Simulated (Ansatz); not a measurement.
**Response to strain in hypothetical diamond Pt**

The reference is Pt in the diamond structure (space group Fd-3m, No. 227; a = 5.6931 Å; a hypothetical phase, not in the database extracts checked; relaxed with 0.1 eV smearing). Axes: x, y, z lie along the cube axes.

Strains are applied to the cell and any free atomic positions relax.

Level of theory: Ansatz (a first-principles code) PBEsol, no spin-orbit coupling.

Notes on the quantities. energy relative to the base: free energy F.

```
case                         energy relative to the base  pressure  volume per atom      space group
---------------------------  ---------------------------  --------  ---------------  ---------------
base                                          0 meV/atom   0.0 GPa         23.06 Å³  Fd-3m (No. 227)
isotropic strain −0.64 %                   +3.7 meV/atom   2.7 GPa         22.62 Å³  Fd-3m (No. 227)
isotropic strain +0.77 %                   +5.0 meV/atom  -2.9 GPa         23.60 Å³  Fd-3m (No. 227)
isotropic strain +0.98 %                   +8.0 meV/atom  -3.6 GPa         23.75 Å³  Fd-3m (No. 227)
isotropic strain +2.31 %                    +42 meV/atom  -7.7 GPa         24.70 Å³  Fd-3m (No. 227)
tensor shear ε_yz = −0.58 %                 0.0 meV/atom   0.0 GPa         23.06 Å³    Imma (No. 74)
```

Stability against distortions was not tested. All final runs are without spin polarisation. Pt lies near a magnetic instability that expansion can trigger; it was not tested. Pt has a high density of states at the Fermi level and may be magnetic at this level.
